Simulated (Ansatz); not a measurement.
We consider cubic perovskite KZnF3, described by HSE06 in Ansatz (PAW).

Numerical settings: plane-wave cutoff 460 eV, 6×6×6 k mesh, Fermi–Dirac smearing 0.01 eV, scalar-relativistic PAW data made under PBE.

The cell has the measured lattice: a = b = c = 4.055 Å, α = β = γ = 90.00°.

Problem. Give the computed band gap and smallest direct gap on the k points sampled.

Solution. 
band gap: 6.34 eV (on the SCF k mesh) (indirect)
smallest direct gap on the k points sampled: 8.02 eV

Note: cell and atoms aren't relaxed at this level (pressure 1.4 GPa).

The computed numbers hold no vibrational or temperature effects.

Ansatz is a quantum-chemistry and plane-wave program.
